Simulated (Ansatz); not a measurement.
# zinc-blende ZnS: the defect N on the S site + 1 H

Method: PBE, PAW (plane waves to 420 eV; Ansatz, a first-principles code). Cell and caveats: 64-site cell; 2×2×2 shifted k-points; start: the S site; H at the bond centre; finite-size errors of tenths of an eV.

Neighbours after relaxation, in Å: of the N atom: H 1.03, Zn 2.00, Zn 2.00, Zn 2.00, Zn 3.33; of the H atom: N 1.03, Zn 2.30, Zn 2.46, Zn 2.46, Zn 2.46.

The name describes the start; the neighbours show where the atoms ended.

```tsv
charge	moment (μB)	largest move off a lattice site (Å)
0	not spin-polarised	0.65
```

No other site or start that was run ended lower by more than 0.1 eV.
